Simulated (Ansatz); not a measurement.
## A computed series for Al2O3: pressure series

Consider Al2O3 in the corundum structure (space group R-3c, No. 167; a = 4.808 Å, c = 13.122 Å (hexagonal axes)).

Cell and atoms are relaxed at each pressure.

Method: PBE in Ansatz (plane waves to 420 eV, PAW, no SOC), earlier PAW set.

| pressure (GPa) | band gap (eV) |
|---|---|
| -2 | 5.75 |
| -1 | ? |
| 0 | 5.86 |
| 0.9 | 5.91 |
| 2.1 | 5.97 |
| 4.5 | 6.09 |
| 9 | 6.30 |
| 15 | 6.57 |

**Question.** Fit E_g = E₀ + αP + βP² to the rows shown and predict the withheld row.

**Answer.** Least squares on the printed values gives E₀ = 5.86 eV, α = 52.6 meV/GPa, β = -0.36 meV/GPa² (largest residual 0.00 eV); this predicts 5.81 eV, and the run gives 5.81 eV, in agreement.

Load acts through the strain it causes; cell and atoms are relaxed under it. Whether these cells are dynamically stable was not tested. Competing high-pressure phases were not computed.

Ansatz is a first-principles code.
